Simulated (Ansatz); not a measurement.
For TiAs (P6₃/mmc, No. 194), BLYP (Ansatz, an electronic-structure program, PAW) gives:

```
Item                  Result
------------------  --------
lattice constant a   3.722 Å
c axis length       12.231 Å
bulk modulus B0      103 GPa
```

Question: What does r²SCAN in Ansatz (PAW) give for the same quantities?

Answer: 
- lattice constant a: 3.641 Å (shrinks by 2.2 %)
- lattice parameter c: 12.037 Å (drops by 1.6 %)
- bulk modulus: 126 GPa (goes up by 22 %)

Changes are worked out from the printed values.

Unless a cell is named, each level is at its own relaxed cell (BLYP 18.34, r²SCAN 17.28 Å³/atom).

The crystal itself was run without spin with BLYP, r²SCAN; a magnetic state was not tried in these runs.

Ansatz's density-functional and Hartree–Fock values are scalar-relativistic unless marked +SOC, with PAW data made under PBE.
